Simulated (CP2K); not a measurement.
# Input and output of a self-consistent single point for TiO2 (I4_1/amd, 6 atoms in the cell) (CP2K)

Level of theory: PBE, GPW, DZVP-MOLOPT-PBE-GTH basis, GTH-PBE potentials (POTENTIAL_UZH) run with CP2K.

The input file:

```
&GLOBAL
  PROJECT run
  RUN_TYPE ENERGY_FORCE
  PRINT_LEVEL MEDIUM
&END GLOBAL
&FORCE_EVAL
  METHOD Quickstep
  STRESS_TENSOR ANALYTICAL
  &DFT
    BASIS_SET_FILE_NAME BASIS_MOLOPT_UZH
    POTENTIAL_FILE_NAME POTENTIAL_UZH
    &QS
      METHOD GPW
      EPS_DEFAULT 1E-10
    &END QS
    &MGRID
      CUTOFF 600
      REL_CUTOFF 40
      NGRIDS 5
    &END MGRID
    &SCF
      SCF_GUESS ATOMIC
      EPS_SCF 1E-6
      MAX_SCF 100
      ADDED_MOS 9
      &DIAGONALIZATION
        ALGORITHM STANDARD
      &END DIAGONALIZATION
      &MIXING
        METHOD BROYDEN_MIXING
        ALPHA 0.2
        NBUFFER 12
      &END MIXING
      &SMEAR ON
        METHOD FERMI_DIRAC
        ELECTRONIC_TEMPERATURE [K] 580.23
      &END SMEAR
    &END SCF
    &KPOINTS
      SCHEME MONKHORST-PACK 8 8 8
      GAMMA_CENTERED T
    &END KPOINTS
    &XC
      &XC_FUNCTIONAL PBE
      &END XC_FUNCTIONAL
    &END XC
    &PRINT
      &MO
        EIGENVALUES T
        OCCUPATION_NUMBERS T
        NDIGITS 8
        FILENAME mo
        &EACH
          QS_SCF 0
        &END EACH
        ADD_LAST NUMERIC
      &END MO
      &MULLIKEN ON
      &END MULLIKEN
    &END PRINT
  &END DFT
  &SUBSYS
    &CELL
      A 5.55426400 0.00000000 0.00000000
      B 2.92860000 4.71944400 0.00000000
      C -4.24143200 -2.35972200 2.70033600
      PERIODIC XYZ
    &END CELL
    &COORD
      SCALED
      Ti       0.00000000     0.00000000     0.00000000
      Ti       0.75000000     0.25000000     0.50000000
      O        0.95715000     0.45715000     0.50000000
      O        0.20715000     0.20715000     0.00000000
      O        0.79285000     0.79285000     0.00000000
      O        0.54285000     0.04285000     0.50000000
    &END COORD
    &KIND Ti
      BASIS_SET DZVP-MOLOPT-PBE-GTH-q12
      POTENTIAL GTH-PBE-q12
    &END KIND
    &KIND O
      BASIS_SET DZVP-MOLOPT-PBE-GTH-q6
      POTENTIAL GTH-PBE-q6
    &END KIND
  &END SUBSYS
  &PRINT
    &FORCES ON
    &END FORCES
    &STRESS_TENSOR ON
    &END STRESS_TENSOR
  &END PRINT
&END FORCE_EVAL
```

The program printed (abridged):

```
 GLOBAL| Method name                                                        CP2K
 GLOBAL| Project name                                                        run
 GLOBAL| Run type                                                   ENERGY_FORCE

 CELL| Volume [angstrom^3]:                                            70.784010
 CELL| Vector a [angstrom]:       5.554     0.000     0.000   |a| =     5.554264
 CELL| Vector b [angstrom]:       2.929     4.719     0.000   |b| =     5.554264
 CELL| Vector c [angstrom]:      -4.241    -2.360     2.700   |c| =     5.554264
 CELL| Angle (b,c), alpha [degree]:                                   139.785735
 CELL| Angle (a,c), beta  [degree]:                                   139.785735
 CELL| Angle (a,b), gamma [degree]:                                    58.178777
 CELL| Numerically orthorhombic:                                              NO
 CELL| Periodicity                                                           XYZ

 DFT| Spin restricted Kohn-Sham (RKS) calculation                            RKS
 DFT| Multiplicity                                                             1
 DFT| Number of spin states                                                    1
 DFT| Charge                                                                   0
 DFT| XC density smoothing                                                  NONE
 DFT| XC derivatives                                                          PW

 QS| Method:                                                                 GPW
 QS| Density plane wave grid type                        NON-SPHERICAL FULLSPACE
 QS| Number of grid levels:                                                    5
 QS| Density cutoff [a.u.]:                                                300.0
 QS| Multi grid cutoff [a.u.]: 1) grid level                               300.0
   [... lines left out ...]
 BRILLOUIN| Wavefunction type                                            COMPLEX
 BRILLOUIN| List of Kpoints [2 Pi/Bohr]                                      260
 BRILLOUIN| Number           Weight            X              Y              Z
 BRILLOUIN|     1           0.00391       -0.37500       -0.37500       -0.37500
 BRILLOUIN|     2           0.00391       -0.37500       -0.37500       -0.25000
 BRILLOUIN|     3           0.00391       -0.37500       -0.37500       -0.12500
   [... 257 lines left out ...]
 *******************************************************************************

 Extrapolation method: initial_guess

 Re-scaling the density matrix to get the right number of electrons
                  # Electrons              Trace(P)               Scaling factor
                           48                48.000                        1.000

 Number of electrons:                                                         48
 Number of occupied orbitals:                                                 24
 Number of molecular orbitals:                                                33

 Number of orbital functions:                                                104
 Number of independent orbital functions:                                    104
 SCF WAVEFUNCTION OPTIMIZATION

  Step     Update method      Time    Convergence         Total energy    Change
     1 NoMix/Diag. 0.20E+00      -     1.09272759      -180.9987022039 -1.81E+02
     2 Broy./Diag. 0.20E+00      -     0.10948020      -177.3412248368  3.66E+00
     3 Broy./Diag. 0.20E+00      -     0.11639078      -180.0140327120 -2.67E+00
     4 Broy./Diag. 0.20E+00      -     0.05254672      -180.6385786753 -6.25E-01
     5 Broy./Diag. 0.20E+00      -     0.01300153      -180.5776972200  6.09E-02
     6 Broy./Diag. 0.20E+00      -     0.00164380      -180.7663678898 -1.89E-01
     7 Broy./Diag. 0.20E+00      -     0.00758178      -180.6918951574  7.45E-02
   [... 3 lines left out ...]
    11 Broy./Diag. 0.20E+00      -     0.00003158      -180.6502893874 -1.85E-03
    12 Broy./Diag. 0.20E+00      -     0.00002146      -180.6496822475  6.07E-04
    13 Broy./Diag. 0.20E+00      -     0.00001846      -180.6496421458  4.01E-05
    14 Broy./Diag. 0.20E+00      -     0.00000922      -180.6498495504 -2.07E-04
    15 Broy./Diag. 0.20E+00      -     0.00000057      -180.6499100152 -6.05E-05
  *** SCF run converged in    15 steps ***

  Electronic density on regular grids:        -47.9999999942        0.0000000058
  Core density on regular grids:               47.9999999986       -0.0000000014
  Total charge density on r-space grids:        0.0000000043
  Total charge density g-space grids:           0.0000000043

  Overlap energy of the core charge distribution:               0.00000000000006
  Self energy of the core charge distribution:               -379.41886684737688
  Core Hamiltonian energy:                                    101.05791150569510
  Hartree energy:                                             126.38043945555047
  Exchange-correlation energy:                                -28.66939412902720
  Electronic entropic energy:                                  -0.00000000000357
  Fermi energy:                                                 0.22603518708177

  Total energy:                                              -180.64991001516202
  Total energy (extrapolated to T->0):                       -180.64991001516023

                     Mulliken Population Analysis

 #  Atom  Element  Kind  Atomic population                           Net charge
       1     Ti       1         10.916476                              1.083524
       2     Ti       1         10.916551                              1.083449
       3     O        2          6.541721                             -0.541721
       4     O        2          6.541765                             -0.541765
       5     O        2          6.541765                             -0.541765
       6     O        2          6.541721                             -0.541721
 # Total charge                             48.000000                 -0.000000

 ENERGY| Total FORCE_EVAL ( QS ) energy [hartree]           -180.649906508993013

 FORCES| Atomic forces [hartree/bohr]
 FORCES|   Atom     x               y               z               |f|
 FORCES|      1  1.58541623E-07 -2.91956509E-07 -3.02050847E-09   3.32239632E-07
 FORCES|      2 -1.51619109E-07  2.72179290E-07 -7.38711511E-10   3.11561336E-07
 FORCES|      3 -1.76428960E-03 -9.79695000E-04  7.47407685E-07   2.01804873E-03
 FORCES|      4 -1.39264480E-03 -7.76685454E-04  7.86628503E-07   1.59458473E-03
 FORCES|      5  1.39424889E-03  7.73810483E-04 -7.90374908E-07   1.59458874E-03
 FORCES|      6  1.76270149E-03  9.82548588E-04 -7.39895750E-07   2.01804827E-03
 FORCES| Sum     2.28992893E-08 -4.11598891E-08  6.31054857E-12
 FORCES| Total atomic force                                       4.71011035E-08

 STRESS| Analytical stress tensor [bar]
 STRESS|                        x                   y                   z
 STRESS|      x       -1.60857194310E+04  -7.10135897007E+02  -5.55528167158E+01
 STRESS|      y       -7.10135897007E+02  -1.52044803698E+04  -3.09071288804E+01
 STRESS|      z       -5.55528167158E+01  -3.09071288804E+01  -1.48325137542E+04
 STRESS| 1/3 Trace                                            -1.53742378517E+04
```

The run converged in 15 iterations.

The starting cell comes from a database of computed structures (which also holds hypothetical and non-ambient phases and stackings), without a prior relaxation at this level. Its lattice was rescaled by a random factor within 2.5 % of one. Values carry the incompleteness of an atom-centred basis.

Cost on one core of a shared machine: roughly 4 min.
